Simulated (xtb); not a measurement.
xtb 6.7.1, GFN2-xTB: CN(C)[SiH2]C#C[Si](C)(C)C, 27 atoms. The geometry is a generated start, not checked to be a minimum at this level.

| Item | Value |
|---|---|
| run flags | --grad |
| method | GFN2-xTB |
| --acc | 1 (default) |
| --etemp (K) | 300 (default) |
| basis functions | 69 |
| valence electrons | 58 |

```xyz
27

Si    -2.5199     0.0792    -0.0285
C     -3.1912    -0.7416    -1.6136
C     -2.6975     1.9754    -0.1400
C     -3.4308    -0.5867     1.5075
C     -0.7268    -0.3832     0.1557
C      0.4238    -0.7371     0.2846
Si     2.1485    -1.3634     0.5261
N      3.1936    -0.1659    -0.1350
C      2.9796     1.2402     0.0948
C      4.5691    -0.4694    -0.4288
H     -4.2486    -0.5354    -1.7538
H     -3.0683    -1.8200    -1.5756
H     -2.6654    -0.3845    -2.4939
H     -2.3227     2.4605     0.7564
H     -3.7381     2.2676    -0.2613
H     -2.1448     2.3744    -0.9854
H     -4.4899    -0.3454     1.4848
H     -3.3404    -1.6666     1.5747
H     -3.0163    -0.1674     2.4192
H      2.3872    -2.5793    -0.2609
H      2.3214    -1.6459     1.9677
H      3.3207     1.8138    -0.7730
H      3.5310     1.5981     0.9744
H      1.9185     1.4285     0.2448
H      4.9061     0.1285    -1.2811
H      4.6709    -1.5233    -0.6809
H      5.2304    -0.2512     0.4211
```

One run each on 1 thread. Values of broydamp tried: 0.02, 0.05, 0.1, 0.2, 0.4 (default), 0.6, 0.8, 1.

Q: Predict the course of the SCC iterations along this series.

A: Fewest SCC iterations, within one of each other: 0.4 (default) with 14, 0.6 with 14, 0.8 with 14, 1 with 15. The count rises to 25 at 0.02. All converge to one solution.

```
broydamp       SCC iterations            end
-------------  --------------  -------------
0.02                       25  same solution
0.05                       21  same solution
0.1                        19  same solution
0.2                        16  same solution
0.4 (default)              14  same solution
0.6                        14  same solution
0.8                        14  same solution
1                          15  same solution
```
